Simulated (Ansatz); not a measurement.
A relaxation of cell and atoms of VOs (Pm-3m, 2 atoms in the cell) with Ansatz (a quantum-chemistry and plane-wave program).

Method of the run: PBEsol, PAW files made with PBE (plane waves; Ansatz).

```xyz
2
Lattice="2.9427 0.0000 0.0000 0.0000 2.9427 0.0000 0.0000 0.0000 2.9427" Properties=species:S:1:pos:R:3 pbc="T T T"
V      0.0000     0.0000     0.0000
Os     1.4713     1.4713     1.4713
```
Moments meant for the start (each program seeds them in its own way; μB, in the order of the atoms V Os): 2.0 0.0.

Reference input (self-consistent single point, DFT, PBEsol, plane waves, PAW files made with PBE): kpoints.mp_grid.grid = 9 9 9; hamiltonian.xc = pbesol; hamiltonian.pseudopotentials = {kind: paw} (the program's default PAW files); magnetization.spin_polarized = true; scf.occupations.method = fermi_dirac; scf.occupations.width = 0.1 eV. This run's input differs from it in these lines:

```diff
@@ -18,2 +18,4 @@
   occupations: { method: fermi_dirac, width: 0.1 }
+relax:
+  cell: {}
 output:
```

Output (repeated stretches shortened):

```
   [... SCF lines of the steps left out ...]
relax step   1: F+E_penalty+E_count = -14138.04068265 eV  Δ(F+E_penalty+E_count) = +0.000e0 eV  max|allowed force component| = 2.169e-30 eV/Å  Δτ_max = 0.0000 Å  P = +16.466 GPa  Ω = 25.481 Å³  (15 SCF iters, dr2 threshold 1.00e-7 eV, accepted)
relax step   2: F+E_penalty+E_count = -14138.07535688 eV  Δ(F+E_penalty+E_count) = -3.467e-2 eV  max|allowed force component| = 3.353e-30 eV/Å  Δτ_max = 0.0000 Å  P = -8.910 GPa  Ω = 27.544 Å³  energy of the carried Pulay correction = -2.556e-3 eV  [...]
   [... lines left out ...]
relax step   4: F+E_penalty+E_count = -14138.09997944 eV  Δ(F+E_penalty+E_count) = -2.389e-4 eV  max|allowed force component| = 1.998e-29 eV/Å  Δτ_max = 0.0000 Å  P = +0.042 GPa  Ω = 26.714 Å³  energy of the carried Pulay correction = -1.552e-3 eV  [...]
relax step   5: F+E_penalty+E_count = -14138.10150543 eV  Δ(F+E_penalty+E_count) = -1.526e-3 eV  max|allowed force component| = 3.366e-29 eV/Å  Δτ_max = 0.0000 Å  P = +0.041 GPa  Ω = 26.714 Å³  stress off target by 4.15e-2 GPa  SCF on the basis [...]
basis re-selected at this cell: Δ(F+E_penalty+E_count) = -1.526e-3 eV, ΔP = -0.000 GPa vs the last step
the relaxation is at rest under the 48 symmetry operations that the run kept from its start: a minimum is not shown …
the relaxation's final electronic state is not compared with the one that a single-point calculation of its input finds at the relaxed geometry …
Magnetization: -0.0000 μB (14.5000 up, 14.5000 down)
   [... lines left out ...]
Absolute magnetization: 0.0000 μB (∫|ρ↑−ρ↓|, with the PAW one-centre terms)
Free energy (F): -14138.101505 eV
Fermi energy:    22.480306 eV
  cell:  # Å, volume = 26.7137 Å³
   [... lines left out ...]
    - [2.9893597482550405, 9.62964972193618e-34, -5.135813185032629e-34]
    - [9.62964972193618e-34, 2.9893597482550405, -9.62964972193618e-35]
    - [-5.777789833161707e-34, -9.62964972193618e-35, 2.9893597482550405]
  atoms:
    - { symbol: V, position: [-2.727021536136002e-36, -5.454043072279444e-36, -5.4540430722728565e-36] }
    - { symbol: Os, position: [0.49999999999999994, 0.49999999999999994, 0.49999999999999994] }
```

The run converged.  The full log also holds: “iter 13 did not close the SCF: its close was put off for a magnetic moment that had not settled (scf_convergence_deferred on its scf_iter line)”. The full log also holds: “iter 11 did not close the SCF: its close was put off for a magnetic moment that had not settled (scf_convergence_deferred on its scf_iter line)”.

Summary of the result:
```
Item                                                                                Value
-----------------------------------------------  ----------------------------------------
Free energy E − TS (on the zero of these files)                            -14138.1015 eV
Fermi level (on the code's own zero)                                             22.48 eV
Pressure                                                                         0.04 GPa
Size of the cell's spin moment                                                    0.00 μB
Final cell                                       a = b = c = 2.9894 Å, α = β = γ = 90.00°
Final volume per atom                                                            13.36 Å³
Relaxation steps                                                                        5
```

The starting cell comes from a database of computed structures (which also holds hypothetical and non-ambient phases and stackings), without a prior relaxation at this level. Its lattice was rescaled by a random factor within 2.5 % of one. The starting moments vanished: the run ended non-magnetic, which need not be the lowest state. The program warned that a starting moment was not kept. The relaxation keeps the symmetry of its start, so its end need not be a minimum. Ansatz's pressure includes its estimate of the finite-basis (Pulay) stress.

Keys are those of Ansatz 0.2.
